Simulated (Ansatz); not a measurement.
The reference is BeTe in the zinc blende structure (space group F-43m, No. 216; a = 5.6568 Å). Axes: x, y, z lie along the cube axes.

All numbers come from plane-wave PAW DFT at the r2SCAN level (Ansatz, an electronic-structure program, 500 eV), no spin-orbit coupling.

Strains are applied to the cell and any free atomic positions relax; under biaxial strain the out-of-plane vector relaxes too.

One change was made to it. Results:

```json
[
 {"quantity": "band gap", "base": "2.37 eV", "after": "2.16 eV"},
 {"quantity": "hole mass", "base": "–", "after": "0.21 mₑ out of plane, 0.35 mₑ in plane (at Γ)"},
 {"quantity": "valence-band top at Γ (three highest levels, from the VBM)", "base": "0.00, 0.00, 0.00 eV", "after": "0.00, -0.18, -0.18 eV"}
]
```

Problem. Name the change that was made.
A) biaxial strain +1.00 %, plane normal [001], relaxed out of plane
B) biaxial strain +1.50 %, plane normal [001], relaxed out of plane
C) biaxial strain +2.50 %, plane normal [001], relaxed out of plane
D) biaxial strain +3.00 %, plane normal [001], relaxed out of plane
E) biaxial strain +2.00 %, plane normal [001], relaxed out of plane

Solution. E, biaxial strain +2.00 %, plane normal [001], relaxed out of plane. For comparison, the band gap in the other runs: biaxial strain +3.00 %, plane normal [001], relaxed out of plane gives 2.07 eV; biaxial strain +2.50 %, plane normal [001], relaxed out of plane gives 2.11 eV; biaxial strain +1.00 %, plane normal [001], relaxed out of plane gives 2.26 eV; biaxial strain +1.50 %, plane normal [001], relaxed out of plane gives 2.21 eV.

With Te present, leaving out spin-orbit coupling can change the band edges. Effective masses come from finite differences of ±0.01 Å⁻¹. Whether these cells are dynamically stable was not tested.
